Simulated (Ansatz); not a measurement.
Abridged Ansatz (a first-principles code) output:

```
Relaxation: its limit of steps is 60 (relax.max_steps)
Pseudopotential: Mo, paw, valence charge 14
Crystal: 1 atoms, lattice volume = 15.539 Å³
Basis set: ecut = 500 eV, 381 PW (Γ), exchange–correlation on 80×80×80 points (64 copies of the dense FFT grid, shifted against one another)
Bands: 11, of which v1, the nominal top of the filled ones, is band 7 counted from 1 (6 counted from 0)
Symmetry: 48 space group operations
k-points: 286 of 9261
Functional: x = r2scan, c = r2scan; τ floored in thin density (d = 2e-4 eV/Å³)
SCF iter   1: F=—  HF=-4968.067922 eV  |F-HF|=—  |Δ(HF+E_count)|=         —  Δρ=1.04e-1  dr2=1.73e0  dr2_τ=4.29e-2  ethr=3.10e-3  ⟨swp⟩=5.2  Hψ=18475  notcnv=0
SCF iter   2: F=—  HF=-4967.592836 eV  |F-HF|=—  |Δ(HF+E_count)|=   4.75e-1  Δρ=3.23e-2  dr2=6.30e-2  dr2_τ=5.49e-2  ethr=3.10e-3  ⟨swp⟩=2.0  Hψ=8379  notcnv=0  defer=9
SCF 1 converged in 6 iterations: F = -4967.625165 eV  dr2 = 8.44e-8
relax step   1: F+E_penalty+E_count = -4967.62516545 eV  Δ(F+E_penalty+E_count) = +0.000e0 eV  max|allowed force component| = 0.000e0 eV/Å  Δτ_max = 0.0000 Å  P = +1.801 GPa  Ω = 15.539 Å³  (6 SCF iters, dr2 threshold 1.00e-7 eV, accepted)
[... steps on the carried basis left out ...]
relax step   5: F+E_penalty+E_count = -4967.62272180 eV  Δ(F+E_penalty+E_count) = +3.271e-5 eV  max|allowed force component| = 0.000e0 eV/Å  Δτ_max = 0.0000 Å  P = +4.200 GPa  Ω = 15.408 Å³  stress off target by 3.35e-4 GPa  SCF on the basis re-selected at this cell (its energy is not comparable with the rows above)  (5 SCF iters)
SCF converged after 5 iterations
Free energy (F): -4967.622722 eV
Internal energy: -4967.617108 eV  (E = F + TS)
E sigma→0 (E₀):  -4967.619915 eV
Entropy (-TS):   -0.005614 eV (-5.614 meV/atom)
Fermi energy:    21.426064 eV
--- Forces (eV/Å), atoms counted from 1 ---
  atom   1  Mo    -0.00000000     0.00000000     0.00000000
--- Stress (GPa, compression-positive) ---
        4.200335       0.000000       0.000000
       -0.000000       4.200335       0.000000
        0.000000       0.000000       4.200335
  P = ⅓ Tr σ = 4.2003 GPa (42.003 kbar)
--- Relaxed structure (4 steps of the walk, 3 accepted, 1 SCFs on fresh bases) ---
  cell:  # Å, volume = 15.4080 Å³
    - [-1.5675778084697167, 1.5675778084697167, 1.5675778084697167]
    - [1.5675778084697167, -1.5675778084697167, 1.5675778084697167]
    - [1.5675778084697167, 1.5675778084697167, -1.5675778084697167]
  atoms:
    - { symbol: Mo, position: [0.0, 0.0, 0.0] }
```

Q: What was computed, and what are the main results?

A: Mo, 1 atom in the cell, with Kohn–Sham DFT with the r2SCAN functional, run in Ansatz with PAW and 500 eV plane waves, no SOC, earlier PAW set, from a series relaxed to a target (pressure 4.2 GPa). The last SCF converged to F = -4967.622722 eV, or -4967.6227 eV per atom, at a pressure of 4.20 GPa. The total energy compares only with runs of the same code, potentials and settings.

Load acts through the strain it causes; cell and atoms are relaxed under it. Whether these cells are dynamically stable was not tested. The final runs are not spin-polarised. The cell was made from Mo in the bcc (W type) structure (space group Im-3m, No. 229) by this change: pressure 4.2 GPa.

Keys are those of Ansatz 0.2.
